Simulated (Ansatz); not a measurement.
**CdSe: response to strain**

Start from CdSe in the zinc blende structure (space group F-43m, No. 216; a = 6.133 Å). Axes: x, y, z lie along the cube axes.

Strains are applied to the cell and any free atomic positions relax; under biaxial strain the out-of-plane vector relaxes too.

Computed with r2SCAN/PAW in Ansatz (a first-principles code), no spin-orbit coupling.

Notes on the quantities. energy relative to the base: free energy F; pressure: mean of the normal stresses, compression positive.

```csv
variant,band gap,energy relative to the base,pressure
base,1.04 eV,0 meV/atom,0.01 GPa
"biaxial strain −2.06 %, plane normal [001], relaxed out of plane",1.01 eV,+3.4 meV/atom,0.62 GPa
"biaxial strain −2.42 %, plane normal [110], relaxed out of plane",0.98 eV,+7.9 meV/atom,1.20 GPa
"biaxial strain +0.71 %, plane normal [110], relaxed out of plane",0.98 eV,+0.7 meV/atom,-0.37 GPa
"biaxial strain +0.36 %, plane normal [111], relaxed out of plane",1.01 eV,+0.2 meV/atom,-0.20 GPa
isotropic strain −3.15 %,1.25 eV,+47 meV/atom,6.17 GPa
isotropic strain −0.61 %,1.08 eV,+1.6 meV/atom,0.99 GPa
uniaxial strain ε_xx = +0.28 %,1.03 eV,0.0 meV/atom,-0.14 GPa
tensor shear ε_xz = +1.27 %,0.98 eV,+1.3 meV/atom,0.00 GPa
tensor shear ε_xy = +0.60 %,1.01 eV,+0.3 meV/atom,0.00 GPa
```

A biaxial case was relaxed in a doubled cell and then solved in the primitive one. No phonon test of stability was made.
